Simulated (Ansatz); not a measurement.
An Ansatz (a first-principles code) input (Kohn–Sham DFT with the r2SCAN functional, run in Ansatz with PAW and 500 eV plane waves, no spin-orbit coupling):

Ansatz 0.2 input:
```yaml
crystal:
  lattice:
    - [4.3715990225, 0, 0]
    - [0, 4.3715990225, 0]
    - [0, 0, 4.3715990225]
  atoms:
    - { symbol: Na, position: [0, 0, 0] }
    - { symbol: Ca, position: [0.5, 0.5, 0.5] }
    - { symbol: F, position: [0, 0.5, 0.5] }
    - { symbol: F, position: [0.5, 0.5, 0] }
    - { symbol: F, position: [0.5, 0, 0.5] }
basis: { ecutwfc: 500, ecutrho_ratio: 4, xc_grid: 4, fft_grid_basis: typed }
kpoints: { mp_grid: { grid: [8, 8, 8] } }
hamiltonian:
  xc: r2scan
  dispersion: none
  pseudopotentials: { kind: paw }
scf: { occupations: { method: fermi_dirac, width: 0.05 }, convergence: { dr2_threshold: 0.0000000005 } }
output: { forces: true, stress: true }
checkpoint: { write: state.ck, write_every: 1000 }
```

Problem. Which symmetry and how many k-points will the program report, and about how many plane waves at Γ?

Solution. Space group Pm-3m (ITA 221) with 48 operations, k-points 35 of 512, and 2103 plane waves at Γ.

Problem. And the final pressure?

Solution. 0.39 GPa (compression positive).

Single points use the geometry relaxed with PBEsol. No phonon test of stability was made. The cell is NaCaF3 in the cubic perovskite structure (space group Pm-3m, No. 221; a hypothetical phase, not in the database extracts checked). Many cubic perovskites are stable only at high temperature; tilts and polar distortions were not tested.
